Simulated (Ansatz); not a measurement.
Consider AlN in the wurtzite structure (space group P6_3mc, No. 186; a = 3.0888 Å, c = 4.9433 Å). Axes: x lies along a and z along c of the hexagonal cell.

Calculations: Kohn–Sham DFT with the LDA functional, run in Ansatz (a first-principles code) with PAW and 420 eV plane waves, spin-orbit coupling left out.

Modification: every lattice vector is stretched by 1.20 %, atoms relaxed at fixed cell.

### Question
Predict the stress tensor and what it implies for the stiffness.

### Answer
Stress of the strained cell less that of the base (GPa, compression positive):
```
  -7.25    0.00    0.00
   0.00   -7.25    0.00
   0.00    0.00   -6.61
```

Then B = −ΔP/(ΔV/V₀) with ΔV/V₀ = 0.0364 gives secant stiffness values (nonlinear terms included at this strain): B (at held cell shape, above the free-shape value) ≈ 193 GPa.

As a check, the harmonic strain energy −½ V₀ Δσ:ε is 8.1 meV/atom; the computed energy rise is 8.4 meV/atom.

Stability against distortions was not tested.
